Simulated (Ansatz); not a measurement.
**A constructed model of the (0001) surface of wurtzite GaN, Ga-terminated, 2x2 Ga adatom at H3 (bottom of the slab: 3 H on 4 bottom sites)**

These are PBE (plane waves to 420 eV, PAW; Ansatz, an electronic-structure program) values and carry that method's errors.

Model: 44-atom slab, 13.9 Å thick at the start with caps and adatoms (thin: gaps and levels are the slab's own), 4x4x1 mesh, Fermi-Dirac 0.025 eV, dipole correction, 8 atoms held, the rest relaxed; symmetry of the start imposed; no spin, no spin-orbit, no U. In PBE it lies 0.05 eV a 1x1 cell over the lowest computed structure of the same composition (2x2 Ga adatom at T4).

```json
{
 "gap_of_the_slab_on_its_k_mesh": "0.27 eV",
 "highest_filled_level_below_the_top_vacuum_level": "4.34 eV",
 "energy_released_by_relaxation": "1.11 eV",
 "cost": "around 6 core-minutes (rough)"
}
```
